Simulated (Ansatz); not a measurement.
Take Al$_{2}$Pt (space group Fm-3m, No. 225; a = 5.897 Å; relaxed with 0.1 eV smearing) as the base.

All numbers come from Kohn–Sham DFT with the PBEsol functional, run in Ansatz (a program for electronic structure) with PAW and 420 eV plane waves, no spin-orbit coupling.

Strains are applied to the cell and any free atomic positions relax.

One change was made to it. Results:

The energy rises by 6.9 meV/atom; the pressure goes from zero to 4.5 GPa.

Which of these changes matches the shifts?
A. isotropic strain +2.50 %
B. isotropic strain +1.00 %
C. isotropic strain −2.00 %
D. isotropic strain −1.00 %

D, isotropic strain −1.00 %. For comparison, the pressure in the other runs: isotropic strain −2.00 % gives 9.6 GPa; isotropic strain +1.00 % gives -3.9 GPa; isotropic strain +2.50 % gives -8.7 GPa.

Stability against distortions was not tested. The final runs are not spin-polarised.
